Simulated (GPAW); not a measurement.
## Pressure against volume in wurtzite CdSe (space group 186) (GPAW, PBE)

```xyz
4
Lattice="4.2235 0.0000 0.0000 -2.1118 3.6577 0.0000 0.0000 0.0000 6.8854" Properties=species:S:1:pos:R:3 pbc="T T T"
Cd     0.0000     2.4385     0.0000
Cd     2.1118     1.2192     3.4427
Se     0.0000     2.4385     2.5889
Se     2.1118     1.2192     6.0316
```

Computed with PBE, GPAW PAW datasets PBE (gpaw-data 1.0.1) (plane waves; GPAW). Settings: mode = pw; ecut = 585 eV; xc = PBE; kpts = 9 9 5; mesh shift (steps) = 0 0 0; occupations.name = fermi-dirac; occupations.width = 0.01 eV; nbands = -8; convergence.density = 1e-05 e/electron; convergence.energy = 1e-05 eV/electron; convergence.bands = -6; symmetry.symmorphic = false; symmetry.tolerance = 0.0005; maxiter = 100. The cell above is the first row's. The rows scale it uniformly. In all rows fractional positions and the k mesh are held.

| V (Å^3/atom) | P (GPa) |
|---|---|
| 26.592 | ? |
| 27.170 | 4.77 |
| 27.748 | 3.43 |
| 28.326 | 2.23 |
| 28.904 | 1.17 |
| 29.482 | 0.21 |
| 30.060 | -0.65 |
| 30.639 | -1.41 |
| 31.217 | -2.10 |

Q: Fit P against V with a cubic, and predict the withheld value at V = 26.592.

A: With u = V - 29.2, the rows have u = -2.0300, -1.4520, -0.8740, -0.2960, 0.2820, 0.8600, 1.4390, 2.0170. Least squares gives P = 0.661 - 1.6498·u + 0.1615·u² - 0.01109·u³. Residuals (row less fit): 0.002, -0.001, -0.004, 0.006, 0.002, -0.005, 0.002, 0.001; standard error 0.005 (degrees of freedom: 4). The fitted pressure is zero at V0 = 29.62, where dP/dV = -1.521, so B0 = -V0·dP/dV = 45.0 GPa. At the withheld row, u = -2.6080, so P = 0.661 - 1.6498 × (-2.6080) + 0.1615 × (-2.6080)² - 0.01109 × (-2.6080)³ = 6.259 GPa. The calculation gives 6.27 GPa, 0.011 GPa above the prediction (0.1 % of the range of P in the table). The row lies outside the fitted rows, so this is an extrapolation. From the scatter of the fitted rows alone, a prediction at this place has a standard error of 0.012 GPa, so the miss is 0.9 times that.

Carrying the step between the two nearest rows on in a straight line would have given 6.11, off by 0.16; series whose last step already gives the withheld value aren't shown. The scan was laid around a cell of about the measured size, scaled by a guess for this functional; axis ratios and inner coordinates come from that cell. The runs keep the symmetry of the cell, so they don't test it for distortions. The shape of the cell and the inner coordinates aren't relaxed, so V0 and B0 belong to this uniform scaling; a relaxed crystal lies no higher in energy and is usually softer. Cutoffs and mesh are single choices, not tested for convergence of this quantity. Series with a scatter that would blur these digits, or in which a gap closes, are not shown.
